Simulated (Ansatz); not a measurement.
Consider Li in the bcc (W type) structure (space group Im-3m, No. 229; a = 3.434 Å; relaxed with 0.1 eV smearing).

Method: PBEsol (Ansatz, a quantum-chemistry and plane-wave program), no spin-orbit coupling.

Strains are applied to the cell and any free atomic positions relax.

One change was made to it. Results:

| quantity | base | after |
|---|---|---|
| pressure | 0.0 GPa | -0.7 GPa |
| energy relative to the base (free energy F) | 0 meV/atom | +2.9 meV/atom |

### Question
Which of these changes matches the shifts?
A) isotropic strain +2.50 %
B) isotropic strain −2.50 %
C) isotropic strain −3.00 %
D) isotropic strain +2.00 %

### Answer
D, isotropic strain +2.00 %. For comparison, the energy relative to the base in the other runs: isotropic strain −2.50 % gives +5.2 meV/atom; isotropic strain +2.50 % gives +4.5 meV/atom; isotropic strain −3.00 % gives +7.6 meV/atom.

No phonon test of stability was made.
